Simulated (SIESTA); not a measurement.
**Short convergence ladders for HfZrCN (R3m, 4 atoms in the cell)**

```
HfZrCN
1.0
    1.64252     0.94831     5.37771
   -1.64252     0.94831     5.37771
    0.00000    -1.89662     5.37771
Zr Hf C N
1 1 1 1
Direct
  0.50441   0.50441   0.50441
  0.99905   0.99905   0.99905
  0.25206   0.25206   0.25206
  0.74760   0.74760   0.74760
```

Base method: SIESTA with GGA PBEsol, numerical atomic orbitals DZP, PseudoDojo PBEsol standard norm-conserving potentials (rewritten from UPF to PSML).

Base settings: XC.functional = GGA; XC.authors = PBEsol; potentials = PseudoDojo PBEsol standard; PAO.BasisSize = DZP; PAO.EnergyShift = 0.005 Ry; MeshCutoff = 300 Ry; kgrid.MonkhorstPack = 5 5 5; OccupationFunction = FD; ElectronicTemperature = 0.1 eV; MaxSCFIterations = 150.

Core times come from one kind of shared machine, to one figure; runs under 30 s give none.

**Shifted k-point meshes**

Only quantities that move along the ladder and can be compared are tabulated.

| kgrid.MonkhorstPack | free energy less the last step's (meV/atom) | pressure (GPa) | largest difference of a force vector from the last step's (eV/Å) | core time / last (rough) |
|---|---|---|---|---|
| 2 2 2 shifted by 0.5 0.5 0.5 | 144.93 | -5.60 | 0.759 | 0.9 |
| 4 4 4 shifted by 0.5 0.5 0.5 | -15.07 | -7.09 | 0.170 | 0.8 |
| 6 6 6 shifted by 0.5 0.5 0.5 | -3.20 | -6.93 | 0.016 | 0.8 |
| 8 8 8 shifted by 0.5 0.5 0.5 | -1.55 | -6.86 | 0.014 | 1 |
| 9 9 9 shifted by 0.5 0.5 0.5 | 0.00 | -6.82 | 0.000 | 1 |

Coarsest kgrid.MonkhorstPack that holds the forces within 0.02 eV/Å: not settled: the last two steps still differ by 0.014 eV/Å, over half the tolerance, so the ladder does not show it.

Coarsest kgrid.MonkhorstPack that holds the pressure within 0.5 GPa of the last step, with all finer ones: 4 4 4 shifted by 0.5 0.5 0.5; the step before is off by 1.2 GPa.

State of the free energy at the end of the ladder: still drifting one way, by 3.2 meV/atom over the last two steps, so the last step is no safe reference.

**The k-point mesh at a smearing width of 0.3 eV**

In this ladder: ElectronicTemperature = 0.3 eV.

Only quantities that move along the ladder and can be compared are tabulated.

```tsv
kgrid.MonkhorstPack	free energy less the last step's (meV/atom)	pressure (GPa)	largest difference of a force vector from the last step's (eV/Å)	core time / last (rough)
4 4 4	-3.42	-6.62	0.145	0.7
6 6 6	-1.38	-6.53	0.013	0.7
7 7 7	-0.92	-6.52	0.008	0.9
11 11 11	0.00	-6.48	0.000	1
```

State of the free energy at the end of the ladder: still drifting one way, by 1.4 meV/atom over the last two steps, so the last step is no safe reference.

State of the pressure at the end of the ladder: still drifting one way, by 0.06 GPa over the last two steps, so the last step is no safe reference.

**The k-point mesh at a smearing width of 0.05 eV**

In this ladder: ElectronicTemperature = 0.05 eV.

The second cell is the first with its lattice scaled by 0.98.

Only quantities that move along the ladder and can be compared are tabulated.

| kgrid.MonkhorstPack | free energy less the last step's (meV/atom) | energy of the compressed cell less the first (meV/atom) | pressure (GPa) | largest difference of a force vector from the last step's (eV/Å) | core time / last (rough) |
|---|---|---|---|---|---|
| 4 4 4 | -7.98 | 3.08 | -7.06 | 0.309 | 0.5 |
| 6 6 6 | -0.12 | 3.95 | -6.86 | 0.032 | 0.6 |
| 9 9 9 | 1.65 | 4.02 | -6.85 | 0.016 | 0.7 |
| 13 13 13 | 0.00 | 3.93 | -6.87 | 0.000 | 1 |

Coarsest kgrid.MonkhorstPack that holds the energy of the compressed cell less the first within 0.2 meV/atom of the last step, with all finer ones: 6 6 6; the step before is off by 0.85 meV/atom.

Coarsest kgrid.MonkhorstPack that holds the free energy within 5 meV/atom of the last step, with all finer ones: 6 6 6; the step before is off by 8.0 meV/atom.

Coarsest kgrid.MonkhorstPack that holds the pressure within 0.1 GPa of the last step, with all finer ones: 6 6 6; the step before is off by 0.19 GPa.

On the base run: the starting cell comes from a database of computed structures (which also holds hypothetical and non-ambient phases and stackings), without a prior relaxation at this level. Its lattice was rescaled by up to half a per cent. One atom was moved a little off its site on purpose. Values carry the incompleteness of an atom-centred basis. In the base run, with a pressure of about -7 GPa the cell is away from its equilibrium volume at this level. Without a gap this mesh is coarse (it stands for a supercell whose shortest vector is 16 Å).
